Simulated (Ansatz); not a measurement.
Defect migration in monoclinic ZrO2: Zr vacancy, charge state -4. Method: PBE, PAW (plane waves to 420 eV; Ansatz, a program for electronic structure).

96-site cell at the relaxed PBE lattice, the Γ point alone, smearing 0.01 eV, spin-restricted, no finite-size correction. No zero-point or tunnelling terms. The charge state is imposed; whether it is stable for some Fermi level was not computed. Forms of the defect that were not tried may lie lower.

Barriers: single points on a 2×2×2 k-point mesh shifted by half a step at the bands' geometries.

The step: a nearby Zr atom hops onto the vacant site. Atoms about the jump, Cartesian Å from the middle of the jump, before and after:

| atom | x0 | y0 | z0 | x1 | y1 | z1 |
|---|---|---|---|---|---|---|
| Zr1 | -1.11 | 0.22 | -1.00 | 1.11 | -0.22 | 1.00 |
| O2 | 0.49 | -0.92 | -1.04 | 0.61 | -0.96 | -0.78 |
| O3 | -0.61 | 0.96 | 0.78 | -0.49 | 0.92 | 1.04 |
| O4 | -0.02 | 1.77 | -1.85 | -0.03 | 1.86 | -1.85 |
| O5 | 2.49 | 1.49 | -0.19 | 2.35 | 1.35 | -0.13 |
| O6 | -2.35 | -1.35 | 0.13 | -2.49 | -1.49 | 0.19 |
| O7 | -2.95 | 1.37 | -0.13 | -3.03 | 1.46 | 0.04 |
| O8 | 0.03 | -1.86 | 1.85 | 0.02 | -1.77 | 1.85 |
| Zr9 | -1.68 | 2.38 | 1.53 | -1.70 | 2.36 | 1.52 |
| Zr10 | 1.72 | 2.87 | -1.52 | 1.64 | 2.82 | -1.56 |
| O11 | -1.93 | -1.30 | -2.55 | -2.00 | -1.40 | -2.69 |
| O12 | -2.37 | 1.27 | -2.78 | -2.55 | 1.38 | -2.90 |
| Zr13 | 1.70 | -2.36 | -1.52 | 1.68 | -2.38 | -1.53 |
| O14 | 3.03 | -1.46 | -0.04 | 2.95 | -1.37 | 0.13 |
| O15 | 0.05 | 3.52 | 1.86 | 0.05 | 3.54 | 1.84 |
| O16 | 2.00 | 1.40 | 2.69 | 1.93 | 1.30 | 2.55 |
| O17 | 2.79 | 1.26 | -2.78 | 2.80 | 1.26 | -2.78 |
| Zr18 | -0.79 | 2.38 | -3.74 | -0.79 | 2.32 | -3.65 |
| Zr19 | -1.64 | -2.82 | 1.56 | -1.72 | -2.87 | 1.52 |

Question: Where do these atoms stand at the saddle point, and how high is it?

Answer: 
| atom | x | y | z |
|---|---|---|---|
| Zr1 | -0.17 | 0.38 | -0.36 |
| O2 | 0.48 | -1.32 | -0.86 |
| O3 | -0.64 | 0.89 | 1.41 |
| O4 | -0.10 | 1.79 | -1.77 |
| O5 | 2.02 | 1.23 | -0.22 |
| O6 | -2.35 | -1.34 | 0.14 |
| O7 | -2.82 | 1.43 | -0.02 |
| O8 | 0.03 | -1.82 | 1.84 |
| Zr9 | -1.80 | 2.50 | 1.65 |
| Zr10 | 1.72 | 2.87 | -1.55 |
| O11 | -1.94 | -1.36 | -2.66 |
| O12 | -2.51 | 1.39 | -2.91 |
| Zr13 | 1.81 | -2.53 | -1.59 |
| O14 | 3.06 | -1.53 | -0.08 |
| O15 | 0.02 | 3.51 | 1.87 |
| O16 | 1.97 | 1.40 | 2.71 |
| O17 | 2.80 | 1.26 | -2.75 |
| Zr18 | -0.84 | 2.36 | -3.74 |
| Zr19 | -1.64 | -2.80 | 1.53 |
It lies 1.98 eV above the start and 1.98 eV above the end. The program found a first-order saddle point.
